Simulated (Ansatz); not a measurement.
**CdSe: carrier doping**

Take CdSe in the wurtzite structure (space group P6_3mc, No. 186; a = 4.383 Å, c = 7.155 Å) as the base.

Carriers are added at fixed cell with a uniform background; the Fermi–Dirac width is that of 300 K.

Calculations: PBE/PAW in Ansatz (a program for electronic structure), scalar-relativistic without spin-orbit coupling, earlier PAW set.

Notes on the quantities. Fermi level from band edge: Fermi level relative to the doped band's edge (positive inside the band; to 0.05 eV).

```csv
change,Fermi level from band edge,gap between the host's bands
undoped,–,0.54 eV
electrons 2.0×10^21 cm⁻³,+1.85 eV,0.49 eV
electrons 3.0×10^21 cm⁻³,+2.05 eV,0.46 eV
electrons 5.0×10^21 cm⁻³,+2.25 eV,0.42 eV
holes 2.0×10^21 cm⁻³,+0.25 eV,0.63 eV
holes 3.0×10^21 cm⁻³,+0.35 eV,0.67 eV
holes 5.0×10^21 cm⁻³,+0.45 eV,0.75 eV
```

Carriers are added with a uniform compensating background; total energy and stress of such cells depend on the potential's zero and are not compared; many-body gap narrowing is missing at this level. No phonon test of stability was made.
